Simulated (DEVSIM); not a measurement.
Structure: GaP/Si n-p heterojunction, at 400 K.

```
layer (left to right)  material  thickness (μm)  Nd (cm⁻³)  Na (cm⁻³)  τn (s)  τp (s)
---------------------  --------  --------------  ---------  ---------  ------  ------
1                           GaP          0.0760     1.7e17          -    2e-7    2e-7
2                            Si            2.60          -     4.6e17    2e-7    2e-7
```

Left contact: ohmic. Right contact: ohmic. Voltage is applied to the left contact. Recombination: SRH at mid-gap, radiative, Auger. Mobility is μmin + (μ − μmin)/(1 + (N/Nref)^α).

The device is made up for the run: typed textbook-type constants, with dimensions and the other settings drawn at random. Values at 300 K; Nc and Nv go as T^1.5, mobilities as T to minus their exponent, the gap by Varshni's rule with the affinity fixed.

| parameter | GaP | Si |
|---|---|---|
| gap (eV) | 2.26 | 1.124 |
| affinity (eV) | 3.8 | 4.05 |
| permittivity | 11.1 | 11.7 |
| Nc (cm⁻³) | 1.8e19 | 2.86e19 |
| Nv (cm⁻³) | 1.9e19 | 3.1e19 |
| μn (cm²/Vs) | 250 | 1417 |
| μp (cm²/Vs) | 150 | 470 |
| μn,min | 10 | 52 |
| μp,min | 10 | 45 |
| Nref,n | 4.4e18 | 9.7e16 |
| Nref,p | 1e18 | 2.2e17 |
| αn | 0.8 | 0.68 |
| αp | 0.85 | 0.72 |
| T exponent of μn | 1.6 | 2.3 |
| T exponent of μp | 1.98 | 2.2 |
| B (cm³/s) | 1e-13 | 4.7e-15 |
| Cn (cm⁶/s) | 1e-30 | 2.8e-31 |
| Cp (cm⁶/s) | 1e-30 | 9.9e-32 |
| Varshni α (eV/K) | 0.00058 | 0.000473 |
| Varshni β (K) | 372 | 636 |

Simulated with DEVSIM: 1D drift-diffusion, Boltzmann statistics, complete ionisation; no tunnelling, impact ionisation, image-force lowering or self-heating. Band offsets follow the typed affinities; no thermionic-emission limit at abrupt steps, no polarisation charge.

Base results: dark forward voltage at 100 A/cm² (V) 0.685; largest field in the device at zero bias (V/cm) 200000; dark forward voltage at 1 A/cm² (V) 0.515; potential step across the device at zero bias (V) 1.011.

Problem. What follows from this one change: thickness of layer 2 2.6 → 4.4 μm?

Solution. dark forward voltage at 100 A/cm² 0.685 → 0.700 V; largest field in the device at zero bias little changed (200000 V/cm); dark forward voltage at 1 A/cm² 0.515 → 0.532 V; potential step across the device at zero bias little changed (1.011 V).

Problem. What follows from this one change: temperature 400 → 250 K?

Solution. dark forward voltage at 100 A/cm² 0.685 → 0.949 V; largest field in the device at zero bias 200000 → 220000 V/cm; dark forward voltage at 1 A/cm² 0.515 → 0.810 V; potential step across the device at zero bias 1.011 → 1.207 V.

Problem. What follows from this one change: constant mobility in place of the doping-dependent one?

Solution. dark forward voltage at 100 A/cm² 0.685 → 0.650 V; largest field in the device at zero bias little changed (200000 V/cm); dark forward voltage at 1 A/cm² 0.515 → 0.477 V; potential step across the device at zero bias little changed (1.011 V).
